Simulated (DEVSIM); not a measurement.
Structure: abrupt Si p-n junction, at 250 K.

Layer 1 from the left is Si, thickness (μm) 12.0, Na (cm⁻³) 1.6e16, τn (s) 1.1e-7, τp (s) 1.1e-7. Layer 2 from the left is Si, thickness (μm) 1.10, Nd (cm⁻³) 6.9e12, τn (s) 1.1e-7, τp (s) 1.1e-7.

Left contact: ohmic. Right contact: ohmic. Voltage is applied to the left contact. Recombination: SRH at mid-gap. Mobility is constant in doping.

This is a model device: material constants are rounded textbook-type values typed into the input, and sizes, dopings and lifetimes were drawn at random. Values at 300 K; Nc and Nv go as T^1.5, mobilities as T to minus their exponent, the gap by Varshni's rule with the affinity fixed.

Si: gap (eV) 1.124, affinity (eV) 4.05, permittivity 11.7, Nc (cm⁻³) 2.86e19, Nv (cm⁻³) 3.1e19, μn (cm²/Vs) 1417, μp (cm²/Vs) 470, T exponent of μn 2.3, T exponent of μp 2.2, Varshni α (eV/K) 0.000473, Varshni β (K) 636.

Model (solved in DEVSIM): 1D drift-diffusion, Boltzmann statistics, complete ionisation; no tunnelling, impact ionisation, image-force lowering or self-heating.

Task: What does the simulation give for the potential step across the device at zero bias, the dark forward voltage at 1 A/cm², the dark forward voltage at 100 A/cm², the largest field in the device at zero bias?

Result: potential step across the device at zero bias 0.657 V; dark forward voltage at 1 A/cm² 0.505 V; dark forward voltage at 100 A/cm² 0.798 V; largest field in the device at zero bias 7800 V/cm.
